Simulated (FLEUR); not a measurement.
Band structure of CdIn (P-6m2, 2 atoms in the cell).

```
CELL_PARAMETERS angstrom
      3.21861     0.00000     0.00000
     -1.60931     2.78740     0.00000
      0.00000     0.00000     5.91615
ATOMIC_POSITIONS crystal
  Cd 0.00000 0.00000 0.50000
  In 0.66667 0.33333 0.00000
```

Computed with PBEsol, all-electron FLAPW (FLEUR), scalar-relativistic valence.

Settings: Kmax = 3.8 1/bohr; GmaxXC = 11.4 1/bohr; xcFunctional = PBEs; jspins = 1; l_soc = F; mode = hist; fermiSmearingEnergy = 0.00367493 Htr; mesh (inpgen div1-3) = 8 8 4; inpgen gamma flag = true; Gmax = 11.4 1/bohr; numbands = 0; maxIterBroyd = 25; imix = Anderson; alpha = 0.05.

The starting cell comes from a database of computed structures (which also holds hypothetical and non-ambient phases and stackings), without a prior relaxation at this level. Its lattice was rescaled by a random factor within 2.5 % of one. Values depend on the basis (sphere radii, cutoffs, local orbitals), which need not be converged.

Levels in eV from the Fermi level, bands 13 to 20:
```tsv
point	13	14	15	16	17	18	19	20
Γ	-8.36	-8.36	-4.05	-3.01	8.72	10.44	10.44	12.04
M	-8.10	-3.68	-2.99	0.75	1.15	1.74	3.69	5.70
K	-8.48	-2.39	-1.36	-0.86	2.67	2.92	2.95	3.34
A	-8.37	-8.25	-6.62	2.28	2.54	10.68	10.68	12.07
L	-8.10	-3.13	-2.50	-1.48	-0.74	5.82	6.36	6.49
H	-8.46	-1.91	-0.78	-0.25	0.38	0.43	1.39	7.18
```
